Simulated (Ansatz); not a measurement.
The starting structures come from a database of crystals and need not be the phases stable at ambient conditions.

Data:

```yaml
crystal:
  lattice:
    - [5.83251, 0.00000, 0.00000]
    - [2.84456, 5.09183, 0.00000]
    - [1.49398, -2.54591, 2.95189]
  atoms:
    - { symbol: Mg, position: [0.78764, 0.78764, 0.00000] }
    - { symbol: Mg, position: [0.03764, 0.03764, 0.50000] }
    - { symbol: Mg, position: [0.46236, 0.46236, 0.50000] }
    - { symbol: Mg, position: [0.21236, 0.21236, 0.00000] }
    - { symbol: N, position: [0.00000, 0.00000, 0.00000] }
    - { symbol: N, position: [0.25000, 0.25000, 0.50000] }
    - { symbol: F, position: [0.50000, 0.50000, 0.00000] }
    - { symbol: F, position: [0.75000, 0.75000, 0.50000] }
```

Space group of this cell: I4_1/amd. The cell is taken as given.

Transport runs along the normal of the first two printed cell vectors, the (110) plane of the conventional cell.

The gap is the functional's own. No spin-orbit coupling. Mid-gap values are interpolated on the energy grid.

Give the band gap and the smallest decay constant κ at mid-gap that Ansatz (a program for electronic structure) with r2SCAN yields.

Gap 2.90 eV on a 10×10×10 mesh; κ = 0.269 1/Å, at the zone centre.
